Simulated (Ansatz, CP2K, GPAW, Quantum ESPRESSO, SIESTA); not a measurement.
**Code comparison for Ba3Te (I4/mmm, 4 atoms in the cell)**

Self-consistent single point, at a second geometry (lattice scaled by 0.98). First geometry:

```
Ba3Te
1.0
   -2.63485     2.63485     6.59543
    2.63485    -2.63485     6.59543
    2.63485     2.63485    -6.59543
Ba Te
3 1
Direct
  0.75000   0.25000   0.50000
  0.25000   0.75000   0.50000
  0.50000   0.50000   0.00000
  0.00000   0.00000   0.00000
```

Shared settings, as Ansatz (an electronic-structure program) writes them: kpoints.mp_grid.grid = 6 6 6; scf.occupations.method = gaussian; scf.occupations.width = 0.02 Ry. Potentials and cutoffs stand in the table.

```tsv
code	model	ΔF from the first geometry (meV/atom)	pressure (GPa)	cutoff
Quantum ESPRESSO	PBEsol, GBRV 1.5 ultrasoft (PBESOL) pseudopotentials	-12.7	-0.45	40 Ry
SIESTA	GGA PBEsol, numerical atomic orbitals DZP, PseudoDojo PBEsol standard norm-conserving potentials (rewritten from UPF to PSML)	172.2	11.64	grid 350 Ry
Ansatz	PBEsol, PAW files made with PBE	-14.2	-0.50	30.9 Ry
GPAW	PBEsol, GPAW PAW datasets PBEsol (made by gpaw-setup)	-10.7	-0.26	600 eV
CP2K	PBEsol, GPW, TZVP-MOLOPT-SR-GTH basis, GTH-PBE potentials (GTH_POTENTIALS)	-3.6	0.23	grid 500 Ry
```

No clean gap comes from Quantum ESPRESSO, SIESTA, Ansatz, GPAW and CP2K: levels at the Fermi energy touch, overlap or are partly filled at this smearing.

On Ansatz's run: spin-orbit coupling is off.

The spread over the programs that give each value: ΔF from the first geometry within 186.4 meV/atom; pressure within 12.14 GPa.

SIESTA and CP2K use small atom-centred bases, whose incompleteness enters pressures, forces and empty levels differently from a plane-wave cutoff. Ansatz's pressure is given at a fixed set of plane waves, as the other plane-wave codes print theirs. In the pressure, SIESTA (by 12.08) lies more than 1 GPa from the median of the plane-wave programs.

The starting cell comes from a database of computed structures (which also holds hypothetical and non-ambient phases and stackings), without a prior relaxation at this level. Its lattice was rescaled by a random factor within 2.5 % of one. For this run, on top of that: lattice scaled by 0.98.

Left out of this page: Elk and FLEUR (not drawn, or without a comparable value).

Keys are those of Ansatz 0.2.
